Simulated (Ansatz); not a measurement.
The structure below was relaxed with Kohn–Sham DFT with the LDA functional, run in Ansatz (a first-principles code) with PAW and 420 eV plane waves, no spin-orbit coupling, at pressure 4.5 GPa.

```xyz
6
Lattice="4.1318 0.0000 0.0000 0.0000 4.1318 0.0000 0.0000 0.0000 2.6535" Properties=species:S:1:pos:R:3 pbc="T T T"
Si     0.0000     0.0000     0.0000
Si     2.0659     2.0659     1.3267
O      1.2604     1.2604     0.0000
O      3.3263     0.8055     1.3267
O      0.8055     3.3263     1.3267
O      2.8714     2.8714     0.0000
```

Task: Find the space group and the Wyckoff positions.

Result: Space group P4₂/mnm (No. 136); a = 4.132 Å, b = 4.132 Å, c = 2.653 Å, α = 90.00°, β = 90.00°, γ = 90.00°

| atom | site | symmetry | x | y | z |
|---|---|---|---|---|---|
| Si | 2a | m.mm | 0.0000 | 0.0000 | 0.0000 |
| O | 4f | m.2m | 0.3051 | 0.3051 | 0.0000 |

Task: Describe the coordination.

Result: The crystal has 6 atoms in its conventional cell. Cell: a = b = 4.132 Å, c = 2.653 Å, α = β = γ = 90.00°. Si has 6 O at 1.749–1.783 Å (octahedral). O is coordinated by 3 Si at 1.749–1.783 Å (trigonal planar). (Neighbours: up to the widest gap in distance over summed covalent radii, below 1.35, at either atom.)

Load acts through the strain it causes; cell and atoms are relaxed under it. No phonon test of stability was made. The cell was made from SiO$_{2}$ in the rutile structure (space group P4_2/mnm, No. 136) by this change: pressure 4.5 GPa.
